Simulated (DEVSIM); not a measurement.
System: CdTe p-n junction from an implanted or diffused profile, at 300 K.

| layer (left to right) | material | thickness (μm) | Nd (cm⁻³) | τn (s) | τp (s) |
|---|---|---|---|---|---|
| 1 | CdTe | 8.60 | 1.3e15 | 1.1e-9 | 3.3e-9 |

Added acceptor profile: 2e17 cm⁻³ × exp(−(x − 0 μm)²/(2·(0.024 μm)²)). Left contact: ohmic. Right contact: ohmic. Voltage is applied to the left contact. Recombination: SRH at mid-gap. Mobility is constant in doping.

Constants are typed, rounded textbook-type inputs, not results; the design itself was drawn at random and stands for no fabricated device. Values at 300 K.

```tsv
parameter	CdTe
gap (eV)	1.5
affinity (eV)	4.28
permittivity	10.2
Nc (cm⁻³)	8e17
Nv (cm⁻³)	1.8e19
μn (cm²/Vs)	1000
μp (cm²/Vs)	80
```

Model (solved in DEVSIM): 1D drift-diffusion, Boltzmann statistics, complete ionisation; no tunnelling, impact ionisation, image-force lowering or self-heating.

Question: Tabulate band edges, carrier densities and field at 1.1 V on the left contact.

Answer: Energies count from the Fermi level of the right contact; mesh points crowd at the junctions.

```json
[
 {"x (μm)": "0.000", "Ec (eV)": "0.283", "Ev (eV)": "-1.216", "n (cm⁻³)": "< 1e2", "p (cm⁻³)": "2.0e17", "field (V/cm)": "-4200"},
 {"x (μm)": "0.01586", "Ec (eV)": "0.274", "Ev (eV)": "-1.226", "n (cm⁻³)": "2.7e12", "p (cm⁻³)": "1.4e17", "field (V/cm)": "-8200"},
 {"x (μm)": "0.03144", "Ec (eV)": "0.258", "Ev (eV)": "-1.242", "n (cm⁻³)": "8.2e12", "p (cm⁻³)": "7.3e16", "field (V/cm)": "-13000"},
 {"x (μm)": "0.04656", "Ec (eV)": "0.237", "Ev (eV)": "-1.263", "n (cm⁻³)": "2.1e13", "p (cm⁻³)": "3.3e16", "field (V/cm)": "-14000"},
 {"x (μm)": "0.06672", "Ec (eV)": "0.212", "Ev (eV)": "-1.288", "n (cm⁻³)": "6.1e13", "p (cm⁻³)": "1.2e16", "field (V/cm)": "-11000"},
 {"x (μm)": "0.08160", "Ec (eV)": "0.197", "Ev (eV)": "-1.303", "n (cm⁻³)": "1.1e14", "p (cm⁻³)": "7.0e15", "field (V/cm)": "-8700"},
 {"x (μm)": "0.09696", "Ec (eV)": "0.185", "Ev (eV)": "-1.315", "n (cm⁻³)": "1.8e14", "p (cm⁻³)": "4.4e15", "field (V/cm)": "-6900"},
 {"x (μm)": "0.1183", "Ec (eV)": "0.172", "Ev (eV)": "-1.328", "n (cm⁻³)": "2.9e14", "p (cm⁻³)": "2.7e15", "field (V/cm)": "-5200"},
 {"x (μm)": "0.1494", "Ec (eV)": "0.159", "Ev (eV)": "-1.341", "n (cm⁻³)": "5.0e14", "p (cm⁻³)": "1.6e15", "field (V/cm)": "-3600"},
 {"x (μm)": "0.2100", "Ec (eV)": "0.143", "Ev (eV)": "-1.357", "n (cm⁻³)": "9.4e14", "p (cm⁻³)": "8.2e14", "field (V/cm)": "-1800"},
 {"x (μm)": "0.3280", "Ec (eV)": "0.132", "Ev (eV)": "-1.368", "n (cm⁻³)": "1.5e15", "p (cm⁻³)": "4.8e14", "field (V/cm)": "-400"},
 {"x (μm)": "0.6674", "Ec (eV)": "0.131", "Ev (eV)": "-1.369", "n (cm⁻³)": "1.6e15", "p (cm⁻³)": "2.9e14", "field (V/cm)": "67"},
 {"x (μm)": "1.219", "Ec (eV)": "0.134", "Ev (eV)": "-1.365", "n (cm⁻³)": "1.5e15", "p (cm⁻³)": "1.6e14", "field (V/cm)": "63"},
 {"x (μm)": "2.293", "Ec (eV)": "0.140", "Ev (eV)": "-1.360", "n (cm⁻³)": "1.4e15", "p (cm⁻³)": "5.1e13", "field (V/cm)": "48"},
 {"x (μm)": "5.235", "Ec (eV)": "0.153", "Ev (eV)": "-1.347", "n (cm⁻³)": "1.3e15", "p (cm⁻³)": "1.8e12", "field (V/cm)": "40"},
 {"x (μm)": "6.854", "Ec (eV)": "0.159", "Ev (eV)": "-1.341", "n (cm⁻³)": "1.3e15", "p (cm⁻³)": "2.9e11", "field (V/cm)": "40"},
 {"x (μm)": "7.699", "Ec (eV)": "0.162", "Ev (eV)": "-1.337", "n (cm⁻³)": "1.3e15", "p (cm⁻³)": "1.0e11", "field (V/cm)": "40"},
 {"x (μm)": "8.141", "Ec (eV)": "0.164", "Ev (eV)": "-1.336", "n (cm⁻³)": "1.3e15", "p (cm⁻³)": "4.6e10", "field (V/cm)": "40"},
 {"x (μm)": "8.418", "Ec (eV)": "0.165", "Ev (eV)": "-1.335", "n (cm⁻³)": "1.3e15", "p (cm⁻³)": "1.8e10", "field (V/cm)": "40"},
 {"x (μm)": "8.517", "Ec (eV)": "0.166", "Ev (eV)": "-1.334", "n (cm⁻³)": "1.3e15", "p (cm⁻³)": "8.1e9", "field (V/cm)": "40"},
 {"x (μm)": "8.568", "Ec (eV)": "0.166", "Ev (eV)": "-1.334", "n (cm⁻³)": "1.3e15", "p (cm⁻³)": "3.1e9", "field (V/cm)": "40"},
 {"x (μm)": "8.600", "Ec (eV)": "0.166", "Ev (eV)": "-1.334", "n (cm⁻³)": "1.3e15", "p (cm⁻³)": "< 1e2", "field (V/cm)": "40"}
]
```
